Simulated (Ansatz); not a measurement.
Data:

```
InP
1.0
    0.00000     2.91346     3.00086
    2.91346     0.00000     3.00086
    2.91346     2.91346     0.00000
In P
1 1
Direct
  0.00000   0.00000   0.00000
  0.25000   0.25000   0.25000
```

No spin polarisation.

All numbers come from LDA (Ansatz, a first-principles code, PAW, no SOC). Settings: 10×10×10 k-points, 0.05 eV Fermi–Dirac smearing.

Predict the band gap, valence-band top at Γ and gap character.

Band gap: 0.36 eV
Valence-band top at Γ (three highest levels, from the VBM): 0.00, 0.00, -0.15 eV
Gap character: direct at Γ

The cells carry an imposed strain or load. Whether these cells are dynamically stable was not tested. The cell was made from InP in the zinc blende structure (space group F-43m, No. 216) by this change: uniaxial strain ε_zz = +3.00 %.
